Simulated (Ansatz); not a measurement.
Take MgTe in the wurtzite structure (space group P6_3mc, No. 186; a = 4.6085 Å, c = 7.5007 Å) as the base. Axes: x lies along a and z along c of the hexagonal cell.

Computed with PBE, PAW, 420 eV (Ansatz, a first-principles code; no SOC).

One thing is altered: the cell is scaled by 1.0134 in all directions, atoms relaxed at fixed cell.

Question: Predict the stress tensor and what it implies for the stiffness.

Answer: Stress of the strained cell less that of the base (GPa, compression positive):
```
  -1.25    0.00    0.00
   0.00   -1.25    0.00
   0.00    0.00   -1.24
```

Then B = −ΔP/(ΔV/V₀) with ΔV/V₀ = 0.0407 gives secant stiffness values (nonlinear terms included at this strain): B (at held cell shape, above the free-shape value) ≈ 31 GPa.

As a check, the harmonic strain energy −½ V₀ Δσ:ε is 5.4 meV/atom; the computed energy rise is 5.7 meV/atom.

No phonon test of stability was made.
